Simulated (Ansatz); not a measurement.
Results of PBEsol (Ansatz, a quantum-chemistry and plane-wave program, plane waves, PAW) for α-phase CO.

Run with plane-wave cutoff 520 eV, 6×6×6 k mesh, scalar-relativistic PAW data made under PBE.

Computed at the level's own relaxed cell.

Hill averages of the elastic tensor: K = 0.6 GPa, G = 0.2 GPa. Volume 27.777 Å³/atom, mean atomic mass 14.005 u.

Work out the density, the sound velocities of a polycrystal and the elastic Debye temperature at this level.

ρ = 1.66054 × 14.005/27.777 = 0.837 g/cm³. v_l = √[(K + 4G/3)/ρ] = 1.018 km/s and v_t = √(G/ρ) = 0.489 km/s. The mean follows from 3/v_m³ = 1/v_l³ + 2/v_t³: v_m = 0.550 km/s. Θ_D = (ħ/k_B) v_m (6π²/V)^(1/3) = 76.38 K Å s/km × 0.550 × 1.2870 Å⁻¹ = 54 K, counting all atoms of the cell.

Note: the volume lies 25 % above that of the published cell.
